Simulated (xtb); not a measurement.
xtb 6.7.1, GFN2-xTB: C(#Cc1c2ccccc2cc2ccccc12)c1ccco1, 33 atoms. The geometry is a generated start, not checked to be a minimum at this level.

run flags: --grad
method: GFN2-xTB
--acc: 1 (default)
--etemp (K): 300 (default)
basis functions: 96
valence electrons: 98

One run each on 1 thread. Values of broydamp tried: 0.02, 0.05, 0.1, 0.2, 0.4 (default), 0.6, 0.8, 1.

**Question.** How does the count of SCC iterations change with broydamp, and where is it least?

**Answer.** Fewest SCC iterations, within one of each other: 0.2 with 12, 0.4 (default) with 12, 0.6 with 12, 0.8 with 13. The count rises to 19 at 0.02. All converge to one solution.

```json
[
 {"broydamp": "0.02", "SCC iterations": "19", "end": "same solution"},
 {"broydamp": "0.05", "SCC iterations": "16", "end": "same solution"},
 {"broydamp": "0.1", "SCC iterations": "15", "end": "same solution"},
 {"broydamp": "0.2", "SCC iterations": "12", "end": "same solution"},
 {"broydamp": "0.4 (default)", "SCC iterations": "12", "end": "same solution"},
 {"broydamp": "0.6", "SCC iterations": "12", "end": "same solution"},
 {"broydamp": "0.8", "SCC iterations": "13", "end": "same solution"},
 {"broydamp": "1", "SCC iterations": "14", "end": "same solution"}
]
```
